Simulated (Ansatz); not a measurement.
Mg (Im-3m, No. 229, 1 atom in the cell; start mp-110; another form than the element's usual one) was calculated with LDA (Ansatz, a program for electronic structure, PAW).

Settings: plane-wave cutoff 520 eV, 22×22×22 k mesh, Fermi–Dirac smearing 0.05 eV, scalar-relativistic PAW data made under PBE.

Cell (relaxed at this level):

```
CELL_PARAMETERS angstrom
     -1.75420     1.75420     1.75420
      1.75420    -1.75420     1.75420
      1.75420     1.75420    -1.75420
ATOMIC_POSITIONS crystal
  Mg 0.00000 0.00000 0.00000
```

Q: Give the computed bulk modulus B0.

A: 
- bulk modulus B0 = 38.7 GPa

The run finds no gap.

Note: the bulk modulus is −V dP/dV from two relaxed cells at ±2 % in volume; the relaxation could not lower the start's symmetry, so the cell can be a saddle point above a distorted one.

Static lattice: no zero-point or thermal effects.

The result took around 11 core-seconds (rough).

A start named mp-… is a Materials Project structure, which need not be a measured phase.
